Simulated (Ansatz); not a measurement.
What biaxial strain −1.67 %, plane normal [111], relaxed out of plane does to InP

Base system: InP in the zinc blende structure (space group F-43m, No. 216; a = 5.827 Å). Axes: x, y, z lie along the cube axes.

One thing is altered: biaxial strain −1.67 %, plane normal [111], relaxed out of plane (Cartesian); in-plane vectors clamped, the third vector and the atoms free.

The values are results of LDA, PAW, 420 eV (Ansatz, a program for electronic structure; scalar-relativistic without spin-orbit coupling), not measurements. k-mesh 10×10×10 (Γ-centred); smearing 0.05 eV (Fermi–Dirac).

The volume per atom falls by 0.56 Å³ to 24.17 Å³ and the space group changes from F-43m (No. 216) to R3m (No. 160). The energy goes up by 6.5 meV/atom and the pressure (mean of the normal stresses, compression positive) goes from zero to 1.72 GPa. The band gap increases by 0.03 eV to 0.61 eV and the gap character remains direct at Γ. The electron mass becomes 0.053 mₑ (at Γ) (base: 0.046 mₑ (at Γ)) and the valence-band top at Γ (three highest levels, from the VBM) goes from 0.00, 0.00, 0.00 eV to 0.00, 0.00, -0.21 eV. The valley order (the lowest conduction-band minima on the path, energy above the VBM, named in the base's zone) becomes Γ 0.61 eV; L along [1-11] 1.25 eV; X along [100] 1.43 eV; L along [111] 1.58 eV (base: Γ 0.58 eV; L along ⟨111⟩ 1.35 eV; X along ⟨100⟩ 1.57 eV) and the out-of-plane strain is +1.06 %. The ratio −ε⊥/ε∥ is 0.64 and the mean in-plane stress (compression positive) comes out as +2.6 GPa.

Effective masses come from finite differences of ±0.01 Å⁻¹. No phonon test of stability was made. Labels are those of the standard path for the cell's own space group.
